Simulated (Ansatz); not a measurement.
Pt: biaxial strain −0.83 %, plane normal [111], relaxed out of plane

Base system: Pt in the fcc (Cu type) structure (space group Fm-3m, No. 225; a = 3.942 Å; relaxed with 0.1 eV smearing). Axes: x, y, z lie along the cube axes.

Perturbation: compressive biaxial strain of 0.83 % in the plane normal to [111], as in epitaxy on a mismatched substrate; the out-of-plane cell vector and the atoms relax.

The values are results of Ansatz (an electronic-structure program) r2SCAN, scalar-relativistic without spin-orbit coupling, not measurements. Γ-centred 29×29×29 mesh, Fermi–Dirac width 0.1 eV.

The volume per atom falls by 0.10 Å³ to 15.21 Å³ and the space group changes from Fm-3m (No. 225) to R-3m (No. 166). The shortest interatomic distance shrinks by 2.3 pm (278.7 pm → 276.4 pm) and the energy goes up by 2.2 meV/atom. The pressure (mean of the normal stresses, compression positive) goes from zero to 1.9 GPa and the band gap remains zero. The out-of-plane strain is +1.03 % and the ratio −ε⊥/ε∥ comes out as 1.24. The mean in-plane stress (compression positive) amounts to +2.8 GPa.

Final structure (turned so that z lies along the plane normal):

```
Pt
1.0
    2.76412     0.00000     0.00000
    1.38206     2.39380     0.00000
    1.38206    -0.79793     2.29923
Pt
1
Direct
  0.00000   0.00000   0.00000
```

Stability against distortions was not tested. The final runs are not spin-polarised.
